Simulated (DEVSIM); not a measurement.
**illuminated Si n-on-p cell, one wavelength**

Device: illuminated Si n-on-p cell, one wavelength, at 300 K.

```
layer (left to right)  material  thickness (μm)  Nd (cm⁻³)  Na (cm⁻³)  τn (s)  τp (s)  absorption coefficient (cm⁻¹)
---------------------  --------  --------------  ---------  ---------  ------  ------  -----------------------------
1                            Si           0.740     5.6e17          -  0.0002  2.1e-5                            510
2                            Si            31.0          -     1.8e15  0.0005  0.0005                            510
```

Left contact: ohmic, minority hole recombination velocity 4e5 cm/s. Right contact: ohmic, minority electron recombination velocity 4e6 cm/s. Voltage is applied to the left contact. Recombination: SRH at mid-gap, radiative. Gap narrowing is on: ΔEg = 6.92 meV × (l + √(l² + 0.5)), l = ln(N/1.3e17 cm⁻³), shared equally by both band edges. Light enters at the left, 5.6e17 photons cm⁻² s⁻¹, one pass, no reflection. Mobility is constant in doping.

This is a model device: material constants are rounded textbook-type values typed into the input, and sizes, dopings and lifetimes were drawn at random. Values at 300 K.

```
parameter           Si
-------------  -------
gap (eV)         1.124
affinity (eV)     4.05
permittivity      11.7
Nc (cm⁻³)      2.86e19
Nv (cm⁻³)       3.1e19
μn (cm²/Vs)       1417
μp (cm²/Vs)        470
B (cm³/s)      4.7e-15
```

DEVSIM, 1D drift-diffusion, Boltzmann statistics, complete ionisation; no tunnelling, impact ionisation, image-force lowering or self-heating.

Potential step across the device at zero bias: 0.759 V
Largest field in the device at zero bias: 39000 V/cm
Dark forward voltage at 1 A/cm²: 0.592 V
Dark forward voltage at 100 A/cm²: 0.820 V
Short-circuit current: 46.4 mA/cm²
Open-circuit voltage: 0.508 V
Fill factor: 0.80
Largest power: 18.8 mW/cm²
Share of generated pairs collected at short circuit: 0.645

Current under light (generator sign):

| V (V) | J (mA/cm²) |
|---|---|
| 0.00 | 46.4 |
| 0.06 | 46.3 |
| 0.14 | 46.3 |
| 0.20 | 46.2 |
| 0.28 | 46.1 |
| 0.36 | 45.9 |
| 0.38 | 45.7 |
| 0.40 | 45.3 |
| 0.42 | 44.4 |
| 0.44 | 42.6 |
| 0.46 | 38.6 |
| 0.48 | 30.0 |
| 0.50 | 11.6 |
| 0.52 | -28.0 |

Small-signal capacitance in reverse bias (quasi-static):

```tsv
V (V)	C (nF/cm²)
0.04	14.6
0.1	14.0
0.2	13.1
0.3	12.4
0.4	11.8
0.6	10.8
0.8	10.0
1	9.41
1.3	8.66
1.6	8.07
2	7.44
```
